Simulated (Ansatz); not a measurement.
Start from BaTiO3 in the cubic perovskite structure (space group Pm-3m, No. 221; a = 4.019 Å).

Method: Ansatz (a first-principles code), PBE, PAW, cutoff 420 eV, scalar-relativistic without spin-orbit coupling.

Before the change:

The gap character is indirect, R → Γ.

Modification: every lattice vector is shortened by 2.03 %, atoms relaxed at fixed cell.

What happens to the mean gap deformation potential ΔEg/Δln V?

The mean gap deformation potential ΔEg/Δln V comes out as -2.1 eV.

Estimate the effect on the energy relative to the base.

The energy grows by 26 meV/atom.

What does the calculation give for the gap character after the change?

The gap character remains indirect, R → Γ.

The cells carry an imposed strain or load. No phonon test of stability was made. The final runs are not spin-polarised. Many cubic perovskites are stable only at high temperature; tilts and polar distortions were not tested. This is not the structure that BaTiO3 has at room temperature and ambient pressure.
